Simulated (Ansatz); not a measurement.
Start from CdS in the zinc blende structure (space group F-43m, No. 216; a = 5.824 Å). Axes: x, y, z lie along the cube axes.

One thing is altered: compressive biaxial strain of 1.12 % in the plane normal to [001], as in epitaxy on a mismatched substrate; the out-of-plane cell vector and the atoms relax.

Levels (all Ansatz, a quantum-chemistry and plane-wave program, PAW): PBEsol (420 eV, spin-orbit coupling left out); HSE06+SOC (420 eV, with spin-orbit coupling).

The geometry is relaxed with PBEsol.

| Item | Value |
|---|---|
| PBEsol valence-band top at Γ | 0.00, 0.00, -0.09 eV |
| PBEsol lowest conduction level above the VBM at special points | Γ 0.99 eV; N 2.86 eV; X 3.31 eV |

Problem. Predict the valence-band top at Γ and lowest conduction level above the VBM at special points from HSE06+SOC.

Solution. The valence-band top at Γ (three highest Kramers pairs, from the VBM) changes from 0.00, 0.00, -0.09 eV to 0.00, -0.03, -0.12 eV; the lowest conduction level above the VBM at special points becomes Γ 2.14 eV; N 4.07 eV; X 4.35 eV (PBEsol: Γ 0.99 eV; N 2.86 eV; X 3.31 eV).

Single points use the geometry relaxed with PBEsol. Differences between runs with and without spin-orbit coupling are approximate. The levels and masses belong to the bands next to the band gap. Whether these cells are dynamically stable was not tested. k-point labels follow each cell's own Brillouin zone.
